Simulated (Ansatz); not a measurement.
Consider the following.

```xyz
14
Lattice="3.2078 0.0000 0.0000 0.0000 4.5366 0.0000 0.0000 0.0000 24.6235" Properties=species:S:1:pos:R:3 pbc="T T T"
P      2.4059     2.2864     7.3631
B      0.8020     1.3456     7.8401
P      4.0098     4.4691     9.0987
B      2.4059     3.3637     9.0906
P      5.6137     6.7649    10.6989
B      4.0098     5.6341    10.7158
P      7.2176     9.0259    12.3118
B      5.6137     7.8927    12.3118
P      8.8216    11.3015    13.9246
B      7.2176    10.1707    13.9077
P     10.4255    13.5422    15.5248
B      8.8216    12.4368    15.5329
P     12.0294    15.8961    17.2605
B     10.4255    14.9553    16.7834
```

No spin polarisation.

Computed with r2SCAN in Ansatz (plane waves to 500 eV, PAW, without spin-orbit coupling). Settings: 10×7×1 k-points, 0.05 eV Fermi–Dirac smearing. The cell is a slab with vacuum along z.

Task: Predict the gap character and layer's space group.

Result: The gap character comes out as indirect, Γ → X and the layer's space group (with vacuum) comes out as Pmm2 (No. 25).

No phonon test of stability was made. The cell was made from BP in the zinc blende structure (space group F-43m, No. 216) by this change: a free-standing slab of 7 layers (14 atoms, 2 a layer) is cut normal to [110], with 15 Å of vacuum and the in-plane cell held at bulk.

Ansatz is an electronic-structure program.
